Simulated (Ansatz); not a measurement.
Here is the system:

End structure of a constructed model of the (111) surface of fcc Ag, a layer of Zn in place of the second plane (bottom of the slab: a bare face, its two planes held):

```yaml
crystal:
  lattice:
    - [2.93338, 0.00000, 0.00000]
    - [-1.46669, 2.54038, 0.00000]
    - [0.00000, 0.00000, 28.00000]
  atoms:
    - { symbol: Ag, position: [0.33333, 0.66667, 0.29108] }
    - { symbol: Ag, position: [0.66667, 0.33333, 0.37662] }
    - { symbol: Ag, position: [0.00000, 0.00000, 0.46201] }
    - { symbol: Ag, position: [0.33333, 0.66667, 0.54774] }
    - { symbol: Zn, position: [0.66667, 0.33333, 0.62561] }
    - { symbol: Ag, position: [0.00000, 0.00000, 0.70353] }
```

Model: 6-atom slab, 11.7 Å thick at the start with caps and adatoms (thin: gaps and levels are the slab's own), 15x15x1 mesh, Fermi-Dirac 0.1 eV, dipole correction, 2 atoms held, the rest relaxed; symmetry of the start imposed; no spin, no spin-orbit, no U. In PBE it lies 0.02 eV a 1x1 cell over the lowest computed structure of the same composition (a layer of Zn in place of the third plane).

Question: What work function of the top face does PBE run with Ansatz (a quantum-chemistry and plane-wave program) give?

Answer: 4.45 eV
